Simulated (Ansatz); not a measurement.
Consider BN in the wurtzite structure (space group P6_3mc, No. 186; a = 2.541 Å, c = 4.203 Å). Axes: x lies along a and z along c of the hexagonal cell.

Method: DFT with PBEsol, PAW potentials and a 420 eV plane-wave cutoff in Ansatz (a program for electronic structure), without spin-orbit coupling.

For the base:

The shortest interatomic distance is 155.9 pm. The width of the top valence band is 5.49 eV and the band gap is 4.96 eV.

Modification: biaxial strain −0.60 %, plane normal [001], relaxed out of plane (Cartesian); in-plane vectors clamped, the third vector and the atoms free.

Question: What does the calculation give for the shortest interatomic distance after the change?

Answer: The shortest interatomic distance falls by 0.8 pm to 155.1 pm.

Question: Predict the new out-of-plane strain.

Answer: The out-of-plane strain amounts to +0.07 %.

Question: What does the calculation give for the width of the top valence band after the change?

Answer: The width of the top valence band goes up by 0.05 eV to 5.54 eV.

Question: What happens to the band gap?

Answer: The band gap falls by 0.058 eV (4.96 eV → 4.91 eV).

Stability against distortions was not tested.
